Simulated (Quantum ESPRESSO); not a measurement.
Quantum ESPRESSO run on Mg3Sn (Pm-3m, 4 atoms in the cell): self-consistent single point.

Method: vdW-DF-cx, SSSP 1.1.2 precision (PBE) pseudopotentials (plane waves; Quantum ESPRESSO).

```
CELL_PARAMETERS angstrom
      4.44586     0.00000     0.00000
      0.00000     4.44586     0.00000
      0.00000     0.00000     4.44586
ATOMIC_POSITIONS crystal
  Mg 0.50000 0.50000 0.00000
  Mg 0.00000 0.50000 0.50000
  Mg 0.50000 0.00000 0.50000
  Sn 0.00000 0.00000 0.00000
```

Reference input (self-consistent single point, DFT, LDA (PZ), plane waves, GBRV 1.5 ultrasoft (LDA) pseudopotentials): ecutwfc = 40 Ry; ecutrho = 200 Ry; occupations = smearing; smearing = methfessel-paxton; degauss = 0.0147 Ry; potentials = {Mg: mg_lda_v1.4.uspp.F.UPF, Sn: sn_lda_v1.4.uspp.F.UPF}; K_POINTS = automatic 6 6 6 0 0 0; conv_thr = 1e-10 Ry; mixing_beta = 0.5. This run's input differs from it in these lines:

```diff
@@ -13,4 +13,4 @@
    ntyp = 2
-   ecutwfc = 40
-   ecutrho = 200
+   ecutwfc = 50
+   ecutrho = 400
    occupations = 'smearing'
@@ -18,2 +18,3 @@
    degauss = 0.0147
+   input_dft = 'vdw-df-cx'
 /
@@ -24,4 +25,4 @@
 ATOMIC_SPECIES
-Mg    24.3050  mg_lda_v1.4.uspp.F.UPF
-Sn   118.7100  sn_lda_v1.4.uspp.F.UPF
+Mg    24.3050  mg_pbe_v1.4.uspp.F.UPF
+Sn   118.7100  Sn_pbe_v1.uspp.F.UPF
 ATOMIC_POSITIONS {crystal}
```

Output, abridged:

```
     Self-consistent Calculation

     iteration #  1     ecut=    50.00 Ry     beta= 0.50

---- Real-time Memory Report at c_bands before calling an iterative solver
           327 MiB given to the printing process from OS
            77 MiB allocation reported by mallinfo(arena+hblkhd)
------------------

     -----------------------------------------------
     Non-local corr. energy    =       1.11567083 Ry
     -----------------------------------------------

     total energy              =    -538.36175211 Ry
     estimated scf accuracy    <       1.41780565 Ry

     iteration #  2     ecut=    50.00 Ry     beta= 0.50

   [... lines left out ...]
     Non-local corr. energy    =       1.10578507 Ry
     -----------------------------------------------

     total energy              =    -538.53626250 Ry
     estimated scf accuracy    <       0.00000002 Ry

     iteration # 10     ecut=    50.00 Ry     beta= 0.50

---- Real-time Memory Report at c_bands before calling an iterative solver
           373 MiB given to the printing process from OS
           108 MiB allocation reported by mallinfo(arena+hblkhd)
------------------

     -----------------------------------------------
     Non-local corr. energy    =       1.10578511 Ry
     -----------------------------------------------
     End of self-consistent calculation

     the Fermi energy is     7.8926 ev

!    total energy              =    -538.53626251 Ry
     estimated scf accuracy    <          4.2E-11 Ry
     smearing contrib. (-TS)   =      -0.00053331 Ry
     internal energy E=F+TS    =    -538.53572919 Ry

     convergence has been achieved in  10 iterations

     -----------------------------------------------
     Non-local corr. energy    =       1.10578511 Ry
     -----------------------------------------------

     Forces acting on atoms (cartesian axes, Ry/au):

     atom    1 type  1   force =     0.00000000    0.00000000    0.00000000
   [... zero for the other atoms too ...]

     Total force =     0.000000     Total SCF correction =     0.000000

     -----------------------------------------------
     Non-local corr. energy    =       1.10578511 Ry
     -----------------------------------------------

          total   stress  (Ry/bohr**3)                   (kbar)     P=        5.39
   0.00003661   0.00000000   0.00000000            5.39        0.00        0.00
   0.00000000   0.00003661   0.00000000            0.00        5.39        0.00
   0.00000000   0.00000000   0.00003661            0.00        0.00        5.39

   JOB DONE.
```

The run converged in 10 iterations. Against the reference run the pressure goes from -1.70 to 0.54 GPa.

The starting cell comes from a database of computed structures (which also holds hypothetical and non-ambient phases and stackings), without a prior relaxation at this level.

Cost on one core of a shared machine: roughly 2 min.
